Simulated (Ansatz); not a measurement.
Pressure series in LaWN3

The parent structure is LaWN3 (space group R-3c, No. 167; a = 5.6334 Å, c = 13.6168 Å (hexagonal axes); a cell from a computed database, its experimental status unchecked).

Cell and atoms are relaxed at each pressure.

Computed with PBEsol in Ansatz (plane waves to 420 eV, PAW, no spin-orbit coupling).

| pressure (GPa) | volume per atom (Å³/atom) |
|---|---|
| -2 | 12.573 |
| -1 | 12.523 |
| 0 | 12.475 |
| 0.3 | 12.460 |
| 0.7 | 12.441 |
| 1.5 | ? |
| 3 | 12.332 |
| 5 | 12.242 |
| 7.5 | 12.134 |

Question: Fit the third-order Birch–Murnaghan form P(V) = (3B₀/2)[(V₀/V)^(7/3) − (V₀/V)^(5/3)]·[1 + (3/4)(B₀′ − 4)((V₀/V)^(2/3) − 1)] (squares taken in P) to the rows shown and predict the withheld row.

Answer: Least squares on the printed values gives V₀ = 12.474 Å³/atom, B₀ = 257 GPa, B₀′ = 3.9; this predicts 12.402 Å³/atom, and the run gives 12.403 Å³/atom, in agreement.

Load acts through the strain it causes; cell and atoms are relaxed under it. Stability against distortions was not tested. Competing high-pressure phases were not computed. The final runs are not spin-polarised.

Ansatz is a first-principles code.
